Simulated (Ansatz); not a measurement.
**VBiO4: pressure 1.8 GPa**

Start from VBiO4 (space group I4_1/a, No. 88; a = 5.121 Å, c = 11.623 Å).

It is then changed as follows: cell and atoms relaxed at a pressure of 1.8 GPa.

Level of theory: plane-wave PAW DFT at the r2SCAN level (Ansatz, a program for electronic structure, 500 eV), no spin-orbit coupling, earlier PAW set. k-mesh 7×7×7 (Γ-centred); smearing 0.05 eV (Fermi–Dirac).

```json
[
 {"quantity": "volume per atom", "base": "12.70 Å³", "changed": "12.54 Å³", "shift": "-0.16 Å³"},
 {"quantity": "lattice parameter a", "base": "5.121 Å", "changed": "5.104 Å", "shift": "-0.0175 Å"},
 {"quantity": "c/a ratio", "base": "2.270", "changed": "2.265", "shift": "-0.005"},
 {"quantity": "enthalpy H = E + PV relative to the base's energy", "base": "–", "changed": "+0.14 eV/atom", "shift": "–"},
 {"quantity": "band gap", "base": "2.48 eV", "changed": "2.43 eV", "shift": "-0.05 eV"},
 {"quantity": "gap character", "base": "indirect, Γ–X (71 % along) → N", "changed": "indirect, Γ–X (71 % along) → N", "shift": "–"},
 {"quantity": "smallest direct gap", "base": "2.54 eV", "changed": "2.50 eV", "shift": "-0.04 eV"}
]
```

With Bi present, leaving out spin-orbit coupling can change the band edges. Load acts through the strain it causes; cell and atoms are relaxed under it. Whether these cells are dynamically stable was not tested. Seeded moments were not kept for the base. All final runs are without spin polarisation.
